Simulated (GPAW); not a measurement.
## σxx against uniaxial strain in cubic perovskite SrTiO3 (space group 221): C11 (GPAW, PBEsol)

```yaml
crystal:
  lattice:
    - [3.84192, 0.00000, 0.00000]
    - [0.00000, 3.90043, 0.00000]
    - [0.00000, 0.00000, 3.90043]
  atoms:
    - { symbol: Sr, position: [0.00000, 0.00000, 0.00000] }
    - { symbol: Ti, position: [0.50000, 0.50000, 0.50000] }
    - { symbol: O, position: [0.50000, 0.00000, 0.50000] }
    - { symbol: O, position: [0.00000, 0.50000, 0.50000] }
    - { symbol: O, position: [0.50000, 0.50000, 0.00000] }
```

Method of the run: PBEsol, GPAW PAW datasets PBEsol (made by gpaw-setup) (plane waves; GPAW). Settings: mode = pw; ecut = 1040 eV; xc = PBEsol; kpts = 10 10 10; mesh shift (steps) = 0 0 0; occupations.name = fermi-dirac; occupations.width = 0.01 eV; nbands = -8; convergence.density = 1e-06 e/electron; convergence.energy = 1e-06 eV/electron; convergence.bands = -6; symmetry.symmorphic = false; symmetry.tolerance = 0.0005; maxiter = 100. The cell above is the first row's. The rows stretch one cube axis (x) by the strain ε and hold the other two. Stress is positive in tension. In all rows fractional positions and the k mesh are held.

```
ε (%)  σxx (GPa)
-----  ---------
-1.5           ?
-1.0       -3.65
-0.5       -1.76
0.0         0.03
0.5         1.73
1.0         3.34
1.5         4.87
2.0         6.31
```

Using a parabola, estimate the missing σxx at ε = -1.5 from the other rows, showing the fit.

Least squares gives σxx = 0.027 + 3.4955·ε - 0.1776·ε². Residuals (row less fit): -0.004, 0.005, 0.003, 0.000, -0.005, -0.001, 0.002; standard error 0.005 (degrees of freedom: 4). The slope at ε = 0, 3.4955 GPa per cent, gives C11 ≈ 100 × 3.4955 = 350 GPa, for the static lattice. At the withheld row, σxx = 0.027 + 3.4955 × (-1.5) - 0.1776 × (-1.5)² = -5.616 GPa. The calculation gives -5.64 GPa, 0.024 GPa below the prediction (0.2 % of the range of σxx in the table). The row lies outside the fitted rows, so this is an extrapolation. From the scatter of the fitted rows alone, a prediction at this place has a standard error of 0.008 GPa, so the miss is 2.9 times that.

Carrying the step between the two nearest rows on in a straight line would have given -5.54, off by 0.10; series whose last step already gives the withheld value aren't shown. The reference cell has the volume at which an earlier scan in this program and functional put its minimum by a fit. This is the room-temperature phase, which distorts on cooling and is held here by symmetry. The runs keep the symmetry of the cell, so they don't test it for distortions. The unstrained cell stands at a pressure of -0.03 GPa, and the constants belong to that pressure. By symmetry this strain leaves no force on the atoms; the largest in the rows is 0.000 eV/Å. Cutoffs and mesh are single choices, not tested for convergence of this quantity. Series with a scatter that would blur these digits, or in which a gap closes, are not shown. Strain series were run only where this level's volume lies within 10 % of a first guess from the measured size.
